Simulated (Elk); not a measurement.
Worked example: self-consistent single point of LuNi₂Ge₂ (I4/mmm, 5 atoms in the cell) in Elk.

Computed with LDA (PW92), all-electron FP-LAPW, Elk's shipped species files, default APW+lo basis (Elk 10.2.4).

The change in words: lattice scaled by 0.98. Reference geometry:
```yaml
crystal:
  lattice:
    - [-2.02102, 2.02102, 4.90367]
    - [2.02102, -2.02102, 4.90367]
    - [2.02102, 2.02102, -4.90367]
  atoms:
    - { symbol: Lu, position: [0.00000, 0.00000, 0.00000] }
    - { symbol: Ni, position: [0.25000, 0.75000, 0.50000] }
    - { symbol: Ni, position: [0.75000, 0.25000, 0.50000] }
    - { symbol: Ge, position: [0.62709, 0.62709, 0.00000] }
    - { symbol: Ge, position: [0.37291, 0.37291, 0.00000] }
```

Reference input (self-consistent single point, DFT, LDA (PW92), all-electron FP-LAPW, Elk's shipped species files, default APW+lo basis): swidth = 0.00367493 Ha; ngridk = 7 7 7; maxscl = 100. This run's input differs from it in these lines:

```diff
@@ -10,5 +10,5 @@
 avec
-   -3.8191837410    3.8191837410    9.2666027542
-    3.8191837410   -3.8191837410    9.2666027542
-    3.8191837410    3.8191837410   -9.2666027542
+   -3.7427991213    3.7427991213    9.0812716440
+    3.7427991213   -3.7427991213    9.0812716440
+    3.7427991213    3.7427991213   -9.0812716440
```

The program printed (abridged):

```
│ Self-consistent loop started │
│ Loop number : 1 │
 total energy                :     -21816.4879177
│ Loop number : 2 │
 total energy                :     -21816.0548477
RMS change in Kohn-Sham potential (target) :   0.4286001412     (  0.1000000000E-05)
Absolute change in total energy (target)   :   0.4330700898     (  0.1000000000E-03)
│ Loop number : 3 │
 total energy                :     -21812.4291107
RMS change in Kohn-Sham potential (target) :   0.2134099970     (  0.1000000000E-05)
Absolute change in total energy (target)   :    3.734004505     (  0.1000000000E-03)
│ Loop number : 4 │
   [... lines left out ...]
Absolute change in total energy (target)   :   0.2075377059E-02 (  0.1000000000E-03)
│ Loop number : 15 │
 total energy                :     -21801.5790217
RMS change in Kohn-Sham potential (target) :   0.2023682176E-05 (  0.1000000000E-05)
Absolute change in total energy (target)   :   0.5011498761E-03 (  0.1000000000E-03)
│ Loop number : 16 │
 total energy                :     -21801.5790575
RMS change in Kohn-Sham potential (target) :   0.7985852809E-06 (  0.1000000000E-05)
Absolute change in total energy (target)   :   0.8951280324E-04 (  0.1000000000E-03)
Convergence targets achieved

│ Loop number : 17 │

Energies :
 Fermi                       :     0.317613366923
 total energy                :     -21801.5790914

Density of states at Fermi energy :    82.07503992
 (states/Hartree/unit cell)

Estimated indirect band gap :   0.8160763266E-03
 from k-point     22 to k-point     23
Estimated direct band gap   :   0.1133400371E-01
 at k-point     23

Charges :
 core                        :    106.0000000
 valence                     :    85.00000000
 interstitial                :    7.751763068
 muffin-tins (core leakage)
  species :    1 (Lu)
   atom    1                 :    69.26844204     (  0.6490610858E-06)
  species :    2 (Ni)
   atom    1                 :    26.86899307     (  0.1091942299E-02)
   atom    2                 :    26.86899307     (  0.1091942299E-02)
  species :    3 (Ge)
   atom    1                 :    30.12090437     (  0.1407613925E-02)
   atom    2                 :    30.12090437     (  0.1407613925E-02)
 total in muffin-tins        :    183.2482369
 total calculated charge     :    190.9761693
 total charge                :    191.0000000
 error                       :   0.2383071555E-01

│ Self-consistent loop stopped │
```

The run converged in 17 iterations. The count includes the last loop, which Elk runs after its targets are met. 

The starting cell comes from a database of computed structures (which also holds hypothetical and non-ambient phases and stackings), without a prior relaxation at this level. Its lattice was rescaled by a random factor within 2.5 % of one. For this run, on top of that: lattice scaled by 0.98. Spin-orbit coupling is off. Spin polarisation is off. Values depend on the basis (sphere radii, cutoffs, local orbitals), which need not be converged. The log's line on a gap gives a spacing of levels on this mesh, which the program prints for metals too.
